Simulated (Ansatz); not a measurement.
# S on the 1x1 (110) surface of zinc-blende InP (cut with top plane In + P), one in a 2x1 cell, started at the site 'hollow In-In-P-P'

Host crystal: zinc-blende InP, with a band gap (PBE, scalar-relativistic without spin-orbit coupling).

Computed with PBE (plane waves to 420 eV, PAW; Ansatz, a quantum-chemistry and plane-wave program).

Slab: 21 atoms, 8.9 Å thick at the start under the adsorbate (thin: gaps and levels are the slab's own); k 3x4x1, smearing 0.01 eV, dipole-corrected; 8 atoms held, the rest relaxed; start symmetry kept, larger cells not searched; spin-polarised, no spin-orbit, no U, no dispersion correction. The starting moment vanished. At the end it is bonded to P. In PBE it is, or lies within 0.03 eV of, the lowest of the starts that converged.

```
Property                                                                                                                                         Result
--------------------------------------------------------------------------------------  ---------------------------------------------------------------
adsorption energy against ⅛ S8(g)                                                                                                             -0.088 eV
change of the step from the bottom to the top vacuum level, against the clean slab                                                              0.65 eV
energy released by relaxation                                                                                                                   1.39 eV
height of the binding atom over the mean of the host atoms within 0.3 Å of the top one                                                          0.971 Å
magnetic moment of the cell                                                                                                                     0.00 μB
nearest host atoms of the binding atom                                                                          P at 2.03 Å, In at 3.53 Å, In at 3.97 Å
largest move of a host atom                                                                                                                      0.24 Å
note                                                                                    in the relaxation the adsorbate left its starting site by 1.2 Å
cost                                                                                                                     around 21 core-minutes (rough)
```

A negative adsorption energy means that the adsorbate is more stable on the surface than in its reference.
